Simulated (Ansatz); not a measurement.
Start from LaLuO3 in the cubic perovskite structure (space group Pm-3m, No. 221; a = 4.193 Å; a hypothetical phase, not in the database extracts checked). Axes: x, y, z lie along the cube axes.

It is then changed as follows: uniaxial strain ε_yy = −1.04 %, all other strain components held at zero, atoms relaxed at fixed cell.

Levels (all Ansatz, a quantum-chemistry and plane-wave program, PAW): PBEsol (420 eV, no spin-orbit coupling); PBEsol+SOC (420 eV, noncollinear with spin-orbit coupling).

The geometry is relaxed with PBEsol.

| Item | Value |
|---|---|
| PBEsol valence-band top at Γ | 0.00, -0.09, -0.09 eV |
| PBEsol pressure | 16.3 kbar |
| PBEsol lowest conduction level above the VBM at special points | Γ 1.27 eV; Z 1.47 eV; X 1.48 eV; R 1.51 eV |

What does PBEsol+SOC give at this geometry for the valence-band top at Γ, pressure and lowest conduction level above the VBM at special points?

The valence-band top at Γ (three highest Kramers pairs, from the VBM) goes from 0.00, -0.09, -0.09 eV to 0.00, -0.10, -0.13 eV; the pressure falls by 2.7 kbar to 13.6 kbar; the lowest conduction level above the VBM at special points becomes Γ 1.06 eV; Z 1.24 eV; X 1.25 eV; R 1.25 eV (PBEsol: Γ 1.27 eV; Z 1.47 eV; X 1.48 eV; R 1.51 eV).

Single points use the geometry relaxed with PBEsol. The spin-orbit shifts are approximate. The levels and masses belong to the bands next to the band gap. No phonon test of stability was made. Many cubic perovskites are stable only at high temperature; tilts and polar distortions were not tested. k-point labels follow each cell's own Brillouin zone.
